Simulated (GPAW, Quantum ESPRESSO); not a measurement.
A GPAW input for a self-consistent single point of AlInSb2 (P1, 4 atoms in the cell) (DFT PBEsol, plane waves, GPAW PAW datasets PBEsol (made by gpaw-setup)):

```python
from ase import Atoms
from ase.units import GPa
from gpaw import GPAW

atoms = Atoms(['Al', 'In', 'Sb', 'Sb'],
              cell=[[4.420553, 0.000000, 0.000000],
                    [0.000000, 4.420553, 0.000000],
                    [0.000000, 0.000000, 6.228192]],
              scaled_positions=[[-0.003278, 0.001213, -0.006099],
                                [0.506099, 0.508631, 0.502546],
                                [0.003425, 0.479964, 0.236963],
                                [0.493754, 0.010191, 0.766590]],
              pbc=True)

calc = GPAW(mode={'name': 'pw', 'ecut': 550},
            xc='PBEsol',
            kpts={'size': (4, 4, 3), 'gamma': True},
            occupations={'name': 'fermi-dirac', 'width': 0.02},
            nbands=-4,
            convergence={'forces': 0.001, 'bands': -2},
            symmetry={'symmorphic': False, 'tolerance': 0.0005},
            maxiter=150,
            txt='-')

atoms.calc = calc

energy = atoms.get_potential_energy()
print('Energy (eV):', round(energy, 6))
forces = atoms.get_forces()
print('Forces (eV/Ang):')
print(forces.round(5))
stress = atoms.get_stress()
print('Stress (GPa, Voigt):', (stress / GPa).round(4))
```

Translate this input to Quantum ESPRESSO.

This is the input that was run; spellings and numerical settings could be chosen otherwise.

```fortran
&CONTROL
    calculation = 'scf'
    outdir = './work'
    pseudo_dir = './'
    tprnfor = .true.
    tstress = .true.
/
&SYSTEM
    ibrav = 0
    nat = 4
    ntyp = 3
    ecutwfc = 80
    occupations = 'smearing'
    smearing = 'fermi-dirac'
    degauss = 0.00147
/
&ELECTRONS
    conv_thr = 1.0e-11
/
ATOMIC_SPECIES
Al    26.9815  Al.upf
In   114.8180  In.upf
Sb   121.7600  Sb.upf
ATOMIC_POSITIONS {crystal}
Al   -0.0032780000    0.0012130000   -0.0060990000
In    0.5060990000    0.5086310000    0.5025460000
Sb    0.0034250000    0.4799640000    0.2369630000
Sb    0.4937540000    0.0101910000    0.7665900000
K_POINTS {automatic}
4 4 3  0 0 0
CELL_PARAMETERS {angstrom}
   4.4205530000     0.0000000000     0.0000000000
   0.0000000000     4.4205530000     0.0000000000
   0.0000000000     0.0000000000     6.2281920000
```

Basis settings and potentials, where a program has them, do not carry over. This input uses DFT, PBEsol, plane waves, PseudoDojo standard norm-conserving (PBESOL) pseudopotentials.

The starting cell comes from a database of computed structures (which also holds hypothetical and non-ambient phases and stackings), without a prior relaxation at this level. Its lattice was rescaled by a random factor within 2.5 % of one. For this run, on top of that: atoms moved at random.
